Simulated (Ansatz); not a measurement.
Ansatz (an electronic-structure program) run on Hf2AsN (P6_3/mmc, 8 atoms in the cell): self-consistent single point.

Method: PBE (plane waves, PAW; Ansatz).

```
Hf2AsN
1.0
    3.13791     0.00000     0.00000
   -1.56895     2.71751     0.00000
    0.00000     0.00000    14.06573
As Hf N
2 4 2
Direct
  0.33333   0.66667   0.75000
  0.66667   0.33333   0.25000
  0.33333   0.66667   0.08600
  0.66667   0.33333   0.58600
  0.66667   0.33333   0.91400
  0.33333   0.66667   0.41400
  0.00000   0.00000   0.00000
  0.00000   0.00000   0.50000
```

Reference input (self-consistent single point, DFT, PBE, plane waves, default PAW files): basis.ecutwfc = 420 eV; kpoints.mp_grid.grid = 8 8 2; hamiltonian.xc = pbe; hamiltonian.pseudopotentials = {kind: paw} (the program's default PAW files); scf.occupations.method = cold; scf.occupations.width = 0.05 eV. This run's input differs from it in these lines:

Ansatz 0.2 input:
```diff
@@ -18,3 +18,3 @@
 kpoints:
-  mp_grid: { grid: [8, 8, 2] }
+  mp_grid: { grid: [13, 13, 3] }
 hamiltonian:
```

The program printed (abridged):

```
SCF iter   1: F=—  HF=-73373.402296 eV  |F-HF|=—  |Δ(HF+E_count)|=         —  Δρ=7.05e-3  dr2=3.55e-1  ethr=1.77e-3  ⟨swp⟩=5.2  Hψ=11188  notcnv=0  defer=87
all-band conjugate gradients solve this SCF's bands
preconditioner: auto → Kerker (q_TF=auto, 2.813 Å⁻¹)
SCF iter   2: F=—  HF=-73373.374098 eV  |F-HF|=—  |Δ(HF+E_count)|=   2.82e-2  S|Δr|=    0.00e0  Δρ=3.81e-3  dr2=1.22e-1  ethr=2.46e-4  ⟨swp⟩=2.0  Hψ=4458  notcnv=0  defer=283
   [... lines left out ...]
SCF iter   8: F=—  HF=-73373.355945 eV  |F-HF|=—  |Δ(HF+E_count)|=   1.08e-6  S|Δr|=    0.00e0  Δρ=2.28e-5  dr2=2.18e-6  ethr=3.99e-9  ⟨swp⟩=2.0  Hψ=6317  notcnv=0  defer=317
SCF iter   9: F=—  HF=-73373.355944 eV  |F-HF|=—  |Δ(HF+E_count)|=   5.12e-7  S|Δr|=    0.00e0  Δρ=6.17e-6  dr2=9.04e-8  ethr=6.94e-11  ⟨swp⟩=8.8  Hψ=19148  notcnv=0
SCF iter  10: F=-73373.355944 eV  HF=-73373.355944 eV  |F-HF|=2.01e-8  |Δ(HF+E_count)|=   2.11e-9  S|Δr|=    0.00e0  Δρ=2.27e-6  dr2=1.02e-8  ethr=6.28e-11  ⟨swp⟩=4.0  Hψ=12407  notcnv=0
SCF 1 converged in 10 iterations: F = -73373.355944 eV  dr2 = 1.02e-8
Stability not checked (fill_not_monotonic)
Free energy (F): -73373.355944 eV
Internal energy: -73373.355746 eV  (E = F + TS)
E sigma→0 (E₀):  -73373.355878 eV
Entropy (-TS):   -0.000198 eV (-0.025 meV/atom)
Fermi energy:    21.008098 eV
--- Forces (eV/Å), atoms counted from 1 ---
  atom   1  As     0.00000000     0.00000000    -0.00000000
  atom   2  As    -0.00000000    -0.00000000     0.00000000
  atom   3  Hf     0.00000000     0.00000000     2.61271296
  atom   4  Hf    -0.00000000    -0.00000000     2.61271296
   [... lines left out ...]
  atom   8  N     -0.00000000     0.00000000     0.00000000
--- Stress (GPa, compression-positive) ---
       16.150063       0.000000      -0.000000
       -0.000000      16.150063       0.000000
       -0.000000       0.000000      -2.887752
  P = ⅓ Tr σ = 9.8041 GPa (98.041 kbar)
  The stress holds the Pulay correction. Without it, at fixed plane waves, as pw.x and ABINIT print it: P = 9.5732 GPa
```

The run converged in 10 iterations. Against the reference run the free energy rises by 1.7 meV/atom, the pressure hardly changes (9.72 to 9.80 GPa) and the largest force goes from 2.739 to 2.613 eV/Å.

The starting cell was generated: these elements placed on a structure prototype, without a prior relaxation; it need not be a known phase or ordering of this composition. Its lattice was rescaled by a random factor within 2.5 % of one. With a pressure of about 10 GPa the cell is away from its equilibrium volume at this level. Forces in this geometry exceed 1 eV/Å. Ansatz's pressure includes its estimate of the finite-basis (Pulay) stress.
